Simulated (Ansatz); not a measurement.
Ansatz (a program for electronic structure) run on VOF3 (P1, 20 atoms in the cell): self-consistent single point.

Computed with PBEsol, default PAW files made with PBE (plane waves; Ansatz).

```
CELL_PARAMETERS angstrom
      5.52891     0.00000     0.00000
      0.33979     5.69395     0.00000
      0.01411     0.11213     9.75268
ATOMIC_POSITIONS crystal
  V  0.05483 0.04469 0.00972
  V  0.54904 0.47500 0.99160
  V  0.45562 0.96253 0.50537
  V  0.96544 0.45338 0.49419
  O  0.22102 0.27548 0.03717
  O  0.80267 0.22734 0.46695
  O  0.22763 0.79672 0.53154
  O  0.72558 0.22579 0.96978
  F  0.28271 0.79545 0.03354
  F  0.43288 0.04367 0.32580
  F  0.55410 0.50366 0.17547
  F  0.09392 0.51543 0.32803
  F  0.91007 0.97578 0.17060
  F  0.27668 0.27597 0.54321
  F  0.70816 0.71317 0.45678
  F  0.05805 0.00784 0.82614
  F  0.92300 0.51582 0.67408
  F  0.39591 0.51231 0.82869
  F  0.59338 0.98666 0.67222
  F  0.76932 0.69331 0.95910
```

Reference input (self-consistent single point, DFT, PBEsol, plane waves, default PAW files made with PBE): basis.ecutwfc = 30.9 Ry; kpoints.mp_grid.grid = 4 4 3; hamiltonian.xc = pbesol; hamiltonian.pseudopotentials = {kind: paw} (the program's default PAW files); scf.occupations.method = fixed. This run's input differs from it in these lines:

Ansatz 0.2 input:
```diff
@@ -28,3 +28,3 @@
 basis:
-  ecutwfc: 30.9 Ry
+  ecutwfc: 15.4 Ry
 kpoints:
```

The program printed (abridged):

```
SCF iter   1: F=—  HF=-23269.269158 eV  |F-HF|=—  |Δ(HF+E_count)|=         —  Δρ=1.85e-1  dr2=4.00e1  ethr=1.77e-3  ⟨swp⟩=3.0  Hψ=7846  notcnv=0  defer=331
all-band conjugate gradients solve this SCF's bands
preconditioner: auto → Resta (q_TF=auto, 2.447 Å⁻¹)
SCF iter   2: F=—  HF=-23256.396607 eV  |F-HF|=—  |Δ(HF+E_count)|=    1.29e1  Δρ=7.00e-2  dr2=1.15e1  ethr=1.77e-3  ⟨swp⟩=3.0  Hψ=7072  notcnv=0  defer=325
   [... lines left out ...]
SCF iter  14: F=—  HF=-23254.287082 eV  |F-HF|=—  |Δ(HF+E_count)|=   7.91e-8  Δρ=8.48e-6  dr2=3.09e-7  ethr=1.46e-9  ⟨swp⟩=2.0  Hψ=3465  notcnv=0  defer=331
SCF iter  15: F=—  HF=-23254.287082 eV  |F-HF|=—  |Δ(HF+E_count)|=   1.40e-9  Δρ=5.98e-6  dr2=1.93e-7  ethr=6.25e-11  ⟨swp⟩=8.2  Hψ=9778  notcnv=0
SCF iter  16: F=—  HF=-23254.287082 eV  |F-HF|=—  |Δ(HF+E_count)|=   2.14e-8  Δρ=1.02e-5  dr2=4.49e-7  ethr=1.21e-10  ⟨swp⟩=2.0  Hψ=3656  notcnv=0  recentre
SCF iter  17: F=-23254.287082 eV  HF=-23254.287082 eV  |F-HF|=3.33e-8  |Δ(HF+E_count)|=   4.14e-8  Δρ=3.22e-6  dr2=4.34e-8  ethr=6.25e-11  ⟨swp⟩=2.0  Hψ=7134  notcnv=0
SCF 1 converged in 17 iterations: F = -23254.287082 eV  dr2 = 4.34e-8
Free energy (F): -23254.287082 eV
Internal energy: -23254.287082 eV  (E = F + TS)
E sigma→0 (E₀):  -23254.287082 eV
Fermi energy:    -0.327327 eV
--- Forces (eV/Å), atoms counted from 1 ---
  atom   1  V      0.11392224     0.75978460    -0.01537881
  atom   2  V     -0.01617198    -0.53559396    -0.01285524
  atom   3  V     -0.61554404    -0.41348665     0.02782546
  atom   4  V     -0.43503685    -0.72404394    -0.03411218
  atom   5  O      0.18190675    -0.34877166    -0.21835151
  atom   6  O      0.64785156     0.97928070     0.14382505
  atom   7  O      0.92966529     0.63480926    -0.10913658
  atom   8  O      0.43227648     0.29082978     0.26716129
  atom   9  F     -0.00357556     0.12061566    -0.03909150
   [... lines left out ...]
  atom  20  F     -0.25934889    -0.34149872    -0.07259872
--- Stress (GPa, compression-positive) ---
       -6.398553       1.713368       0.021687
        1.713368      -6.165034      -0.196631
        0.021687      -0.196631      -0.087938
  P = ⅓ Tr σ = -4.2172 GPa (-42.172 kbar)
  The stress holds the Pulay correction. Without it, at fixed plane waves, as pw.x and ABINIT print it: P = -282.2007 GPa
```

The run converged in 17 iterations. Against the reference run the free energy rises by 7.16 eV/atom, the pressure goes from -12.02 to -4.22 GPa, the largest force goes from 2.973 to 1.183 eV/Å and the gap on the mesh goes from 2.517 to 2.400 eV.

The starting cell comes from a database of computed structures (which also holds hypothetical and non-ambient phases and stackings), without a prior relaxation at this level. Its lattice was rescaled by a random factor within 2.5 % of one. Forces in this geometry exceed 1 eV/Å. Ansatz's pressure includes its estimate of the finite-basis (Pulay) stress. Without the estimate this run gives -282.20 GPa. The cutoff lies below the one recommended for these files.
